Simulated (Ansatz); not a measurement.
**A computed series for CdS: response to strain**

Start from CdS in the zinc blende structure (space group F-43m, No. 216; a = 5.927 Å).

Strains are applied to the cell and any free atomic positions relax.

Method: PBE (Ansatz, a first-principles code; PAW; 420 eV plane waves; scalar-relativistic without spin-orbit coupling).

Candidates:
(a) isotropic strain −0.50 %
(b) isotropic strain −1.00 %
(c) isotropic strain +3.00 %

For the base:

| Quantity | Value |
|---|---|
| Band gap | 1.04 eV |

Problem. Order them by band gap, lowest first.

Solution. (c) isotropic strain +3.00 % (0.84 eV), (a) isotropic strain −0.50 % (1.07 eV), (b) isotropic strain −1.00 % (1.11 eV)

Whether these cells are dynamically stable was not tested.
